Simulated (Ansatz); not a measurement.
## What Sn on a Cu site (antisite), symmetric start does to ZnCu2SnS4

Start from a 24-atom supercell of ZnCu2SnS4 (space group I-4, No. 82; a = 5.374 Å, c = 10.754 Å) at its relaxed geometry.

The change: one Cu atom is replaced by Sn, atoms relaxed at fixed cell.

The values are results of PBEsol (Ansatz, a program for electronic structure; PAW; 420 eV plane waves; no spin-orbit coupling), earlier PAW set, not measurements. k-mesh 4×4×2 (Γ-centred); smearing 0.01 eV (Fermi–Dirac).

The pressure goes from zero to 5.2 GPa and the gap of the supercell changes from 0.10 eV to zero. The total moment of the cell comes out as 0.7 μB and the energy gained by relaxation comes out as 2.52 eV. The largest displacement of a host atom from its site in the perfect cell is 0.58 Å and the shift of the substituted atom off its lattice site comes out as 0.20 Å.

Final structure:

```
CELL_PARAMETERS angstrom
     -2.68698     2.68698     5.37717
      2.68698    -2.68698     5.37717
     10.74793     5.37396     0.00000
ATOMIC_POSITIONS crystal
  Sn 0.98262 0.98262 0.00000
  Cu 0.67241 0.34039 0.33468
  Cu 0.34039 0.67241 0.66532
  Cu 0.57535 0.92611 0.17486
  Cu 0.24879 0.24879 0.50000
  Cu 0.92611 0.57535 0.82514
  Zn 0.10787 0.39568 0.18043
  Zn 0.75195 0.75195 0.50000
  Zn 0.39568 0.10787 0.81957
  Sn 0.50219 0.50219 0.00000
  Sn 0.18072 0.82129 0.35626
  Sn 0.82129 0.18072 0.64374
  S  0.47190 0.27632 0.18548
  S  0.13061 0.59682 0.52208
  S  0.74974 0.94524 0.79715
  S  0.94524 0.74974 0.20285
  S  0.59682 0.13061 0.47792
  S  0.27632 0.47190 0.81452
  S  0.40179 0.91447 0.00037
  S  0.03341 0.21785 0.34119
  S  0.69853 0.55793 0.66547
  S  0.55793 0.69853 0.33453
  S  0.21785 0.03341 0.65881
  S  0.91447 0.40179 0.99963
```

Cost of the whole job for the changed cell (relaxation, final SCF and bands): very roughly 50 core-minutes.

The magnetic state is the one reached from the starting moments; the real material's order can differ, and small cells can't hold many antiferromagnetic ones. In so small a cell the defect repeats every few ångströms: this is an ordered compound, not a dilute defect. The mesh was chosen for an insulator and is coarse for the gapless case. The defect started on the symmetric site and kept its symmetry, so it may sit on a saddle. Seeded moments were not kept for Sn on a Cu site (antisite). Spin-polarised in the final run: Sn on a Cu site (antisite); the other runs are not. The defect cell is spin-polarised and ends with 0.7 μB, a fractional moment that hangs on the mesh and smearing. A zero or small gap of ZnCu2SnS4 can be the functional's error rather than a property of the material.
